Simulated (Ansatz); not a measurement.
Si under load (space group I4_1/amd): band-edge transport data

Input:

```
CELL_PARAMETERS angstrom
      0.00000     2.73343     2.68092
      2.73343     0.00000     2.68092
      2.73343     2.73343     0.00000
ATOMIC_POSITIONS crystal
  Si 0.25000 0.25000 0.25000
  Si 0.00000 0.00000 0.00000
```

Calculation: r2SCAN with spin-orbit coupling, rigid bands (plane waves, PAW; Ansatz, a first-principles code). Condition of this run: uniaxial stress zz = 2 GPa (compression positive) (the target of the relaxation). Geometry: cell and atoms relaxed with r2SCAN, then loaded as said.

| Item | Result |
|---|---|
| band gap | 0.54 eV |
| electron conductivity mass (300 K, dilute) | 0.21 (x), 0.21 (y), 0.93 (z) mₑ |
| hole conductivity mass (300 K, dilute) | 0.32 mₑ |
| effective density of states N_c (300 K) | 9.7e18 cm⁻³ |
| effective density of states N_v (300 K) | 4.9e18 cm⁻³ |
| density-of-states mass, electrons | 0.53 mₑ |
| density-of-states mass, holes | 0.33 mₑ |
| Seebeck coefficient, n-type 1e19 cm⁻³, 300 K | -221 μV/K |
| Seebeck coefficient, p-type 1e19 cm⁻³, 300 K | 230 μV/K |
| best p-type power factor at 300 K for τ = 10 fs (best axis; densities from 1e16 to 1e21 cm⁻³ tried, whether or not they can be reached) | 12.7 μW/(cm·K²) at 3e20 cm⁻³ |

Rigid bands; masses and Seebeck coefficients take one relaxation time τ for all states and one kind of carrier; polarons and phonon drag are left out.
